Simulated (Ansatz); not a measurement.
Start from Y in the hcp (Mg type) structure (space group P6_3/mmc, No. 194; a = 3.656 Å, c = 5.679 Å).

Method: PBE (Ansatz, a program for electronic structure, PAW, without spin-orbit coupling).

Before the change:

| Quantity | Result |
|---|---|
| Lattice parameter a | 3.656 Å |

Modification: a negative pressure, −2 GPa.

Q: How does this affect the lattice parameter a?

A: The lattice parameter a increases by 0.065 Å to 3.721 Å.

Load acts through the strain it causes; cell and atoms are relaxed under it. Stability against distortions was not tested. The final runs are not spin-polarised.
